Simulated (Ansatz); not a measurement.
## LiAl3: response to strain

Take LiAl3 in the Cu3Au type structure (space group Pm-3m, No. 221; a = 4.001 Å; a cell from a computed database, its experimental status unchecked; relaxed with 0.1 eV smearing) as the base. Axes: x, y, z lie along the cube axes.

Strains are applied to the cell and any free atomic positions relax; under biaxial strain the out-of-plane vector relaxes too; under stress the whole cell relaxes.

Level of theory: plane-wave PAW DFT at the PBEsol level (Ansatz, an electronic-structure program, 420 eV), no spin-orbit coupling.

Notes on the quantities. energy relative to the base: free energy F; pressure: mean of the normal stresses, compression positive.

```csv
change,volume per atom,energy relative to the base,pressure
base,16.01 Å³,0 meV/atom,0.0 GPa
"biaxial strain −0.65 %, plane normal [001], relaxed out of plane",15.86 Å³,+0.6 meV/atom,0.7 GPa
"biaxial strain +2.45 %, plane normal [110], relaxed out of plane",16.58 Å³,+8.0 meV/atom,-2.1 GPa
"biaxial strain +3.12 %, plane normal [110], relaxed out of plane",16.75 Å³,+13 meV/atom,-2.6 GPa
isotropic strain −1.32 %,15.39 Å³,+5.5 meV/atom,2.9 GPa
isotropic strain +1.36 %,16.68 Å³,+5.4 meV/atom,-2.5 GPa
"uniaxial stress, 8 GPa compression along x",15.90 Å³,+133 meV/atom,–
```

Stability under load was not tested beyond the relaxation. Under uniaxial stress, 8 GPa compression along x the cell changed shape so far that it is another structure.
